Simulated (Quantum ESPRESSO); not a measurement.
Band structure of CeCuGe (P-6m2, 3 atoms in the cell).

```
CELL_PARAMETERS angstrom
      4.18422     0.00000     0.00000
     -2.09211     3.62364     0.00000
      0.00000     0.00000     4.11363
ATOMIC_POSITIONS crystal
  Ce 0.00000 0.00000 0.00000
  Cu 0.33333 0.66667 0.50000
  Ge 0.66667 0.33333 0.50000
```
Moments meant for the start (each program seeds them in its own way; μB, in the order of the atoms Ce Cu Ge): 1.0 0.0 0.0.

Method of the run: LDA (PZ), SSSP 1.1.2 efficiency (PBE) pseudopotentials (plane waves; Quantum ESPRESSO).

Settings: ecutwfc = 50 Ry; ecutrho = 400 Ry; occupations = smearing; smearing = fd; degauss = 0.0073499 Ry; nspin = 2; input_dft = pz; potentials = {Ce: Ce.GGA-PBE-paw-v1.0.UPF, Cu: Cu_pbe_v1.2.uspp.F.UPF, Ge: ge_pbe_v1.4.uspp.F.UPF}; K_POINTS = automatic 4 4 4 0 0 0; conv_thr = 1e-10 Ry; mixing_beta = 0.4.

The starting cell comes from a database of computed structures (which also holds hypothetical and non-ambient phases and stackings), without a prior relaxation at this level. Spin-orbit coupling is off. The starting moments vanished: the run ended non-magnetic, which need not be the lowest state. The f electrons are in the valence without U or exact exchange, which can misplace them near the Fermi level. Spin-orbit terms, which matter for f shells, are left out.

Levels in eV from the Fermi level, bands 19 to 26 of the first spin channel:
```
point     19     20     21     22     23    24    25    26
-----  -----  -----  -----  -----  -----  ----  ----  ----
Γ      -3.23  -0.39  -0.39  -0.34  -0.22  0.24  0.34  0.34
M      -3.29  -3.22  -0.83  -0.58  -0.17  0.26  0.32  0.34
K      -3.17  -3.13  -2.86  -0.25   0.25  0.25  0.30  0.33
A      -3.31  -2.95  -0.09  -0.09   0.13  0.30  0.48  0.48
L      -3.09  -2.89  -2.00  -1.46   0.04  0.30  0.35  0.42
H      -3.02  -2.98  -1.42  -1.21   0.04  0.33  0.34  0.37
```

Bands cross the Fermi level along this path, so the cell is metallic at this level.

The net moment of the cell came out as 0.00 μB.
